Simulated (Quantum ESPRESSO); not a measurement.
Troubleshooting Quantum ESPRESSO: a failed run on SrSb12Ru4 (Im-3, 17 atoms in the cell). The aim is a self-consistent single point with DFT, LDA (PZ), plane waves, GBRV 1.5 ultrasoft (LDA) pseudopotentials.

Input:

```fortran
&CONTROL
  calculation = 'scf'
  prefix = 'sr(sb3ru)4'
  outdir = './work'
  pseudo_dir = './'
  tprnfor = .true.
  tstress = .true.
/
&SYSTEM
  ibrav = 0
  celldm(1) = 15.310358519
  nat = 17
  ntyp = 3
  ecutwfc = 40
  ecutrho = 320
  occupations = 'smearing'
  smearing = 'cold'
  degauss = 0.0147
/
&ELECTRONS
  conv_thr = 1.0d-9
  electron_maxstep = 3
/
ATOMIC_SPECIES
Sr    87.6200  sr_lda_v1.uspp.F.UPF
Sb   121.7600  sb_lda_v1.4.uspp.F.UPF
Ru   101.0700  ru_lda_v1.2.uspp.F.UPF
ATOMIC_POSITIONS {angstrom}
Sr    0.000000000    0.000000000    0.000000000
Sb    3.210818785    1.487112130    0.000000000
Sb    1.466811215    3.190517870    4.677630000
Sb   -1.466811215    3.190517870    4.677630000
Sb    6.144441215    1.487112130    0.000000000
Sb    0.000000000    3.210818785    1.487112130
Sb    4.677630000    1.466811215    3.190517870
Sb    4.677630000   -1.466811215    3.190517870
Sb    0.000000000    6.144441215    1.487112130
Sb    1.487112130    0.000000000    3.210818785
Sb    3.190517870    4.677630000    1.466811215
Sb    3.190517870    4.677630000   -1.466811215
Sb    1.487112130    0.000000000    6.144441215
Ru    2.338815000    2.338815000   -2.338815000
Ru    2.338815000    2.338815000    2.338815000
Ru    2.338815000   -2.338815000    2.338815000
Ru   -2.338815000    2.338815000    2.338815000
K_POINTS {automatic}
3 3 3  0 0 0
CELL_PARAMETERS {alat}
  -0.577350269     0.577350269     0.577350269
   0.577350269    -0.577350269     0.577350269
   0.577350269     0.577350269    -0.577350269
```

Log, with long lists cut:

```
     Self-consistent Calculation

     iteration #  1     ecut=    40.00 Ry     beta= 0.70

     negative rho (up, down):  3.429E-01 0.000E+00

     total energy              =   -3054.30182400 Ry
     estimated scf accuracy    <      19.93365294 Ry

     iteration #  2     ecut=    40.00 Ry     beta= 0.70

     negative rho (up, down):  3.299E-01 0.000E+00

     total energy              =   -3054.60067365 Ry
     estimated scf accuracy    <      43.79255122 Ry

     iteration #  3     ecut=    40.00 Ry     beta= 0.70

     negative rho (up, down):  3.345E-01 0.000E+00

     total energy              =   -3060.94543879 Ry
     estimated scf accuracy    <      11.59229669 Ry
     End of self-consistent calculation

     convergence NOT achieved after   3 iterations: stopping

   JOB DONE.
```

Q: What caused this, and what should be changed?

A: The fault is an iteration limit that is too low. The loop is cut before its threshold is met, so whatever is printed at the end is not self-consistent. To fix it, raise the limit, or leave it to the default. The run ended unconverged after 3 iterations.

An input that runs soundly differs in these lines (not the only fix; some lines may just follow from the change or write a value another way):
```diff
-  electron_maxstep = 3
```

With that input, the run converged in 13 iterations: free energy E − TS -41676.5383 eV; Fermi level (on the code's own zero) 12.14 eV; pressure -4.00 GPa; largest force (vector length) 0.206 eV/Å (DFT, LDA (PZ), plane waves, GBRV 1.5 ultrasoft (LDA) pseudopotentials).

On the sound input: the starting cell comes from a database of computed structures (which also holds hypothetical and non-ambient phases and stackings), without a prior relaxation at this level. Spin polarisation is off. With a pressure of about -4 GPa the cell is away from its equilibrium volume at this level.
